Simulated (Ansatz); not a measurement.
System: Ta2O5 (I4/mmm, No. 139, 7 atoms in the cell; start mp-1218001). Method: PBEsol in Ansatz (PAW).

Run with plane-wave cutoff 520 eV, 10×10×10 k mesh, Fermi–Dirac smearing 0.01 eV, scalar-relativistic PAW data made under PBE.

Cell (relaxed at this level):

```
Ta2O5
1.0
   -2.62040     2.62040     4.79152
    2.62040    -2.62040     4.79152
    2.62040     2.62040    -4.79152
Ta O
2 5
Direct
  0.19664   0.19664   0.00000
  0.80336   0.80336   0.00000
  0.00000   0.00000   0.00000
  0.50000   0.00000   0.00000
  0.00000   0.00000   0.50000
  0.00000   0.50000   0.00000
  0.50000   0.50000   0.50000
```

Task: Give the computed band gap and bulk modulus B0.

Result: 
band gap: 1.64 eV (on the SCF k mesh)
bulk modulus B0: 149 GPa

Note: the relaxation could not lower the start's symmetry, so the cell can be a saddle point above a distorted one; the bulk modulus is −V dP/dV from two relaxed cells at ±2 % in volume.

Spin–orbit coupling is not included.

Computed values are for the static lattice.

A start named mp-… is a Materials Project structure, which need not be a measured phase.

Ansatz is a program for electronic structure.
